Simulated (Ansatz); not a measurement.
Consider the following.

```xyz
8
Lattice="-2.9197 2.9197 5.7807 2.9197 -2.9197 5.7807 2.9197 2.9197 -5.7807" Properties=species:S:1:pos:R:3 pbc="T T T"
Sn     0.0000     0.0000     5.7807
Sn     2.9197     0.0000     2.8903
As     1.3093     1.4599     1.4452
As    -1.4599     1.6105     4.3355
As     1.6105     1.4599     7.2259
As     4.3796     1.3093    -1.4452
Zn     0.0000     0.0000     0.0000
Zn     0.0000     2.9197     2.8903
```

No spin polarisation.

All numbers come from PBEsol (Ansatz, an electronic-structure program), without spin-orbit coupling. k-mesh 8×8×8 (Γ-centred); smearing 0.05 eV (Fermi–Dirac).

### Question
What is the computed pressure (mean of the normal stresses, compression positive)?

### Answer
1.0 GPa.

### Question
What is the computed space group?

### Answer
I-42d (No. 122).

The cells carry an imposed strain or load. No phonon test of stability was made. The cell was made from ZnSnAs$_{2}$ in the chalcopyrite structure (space group I-42d, No. 122) by this change: uniaxial strain ε_zz = −1.50 %.
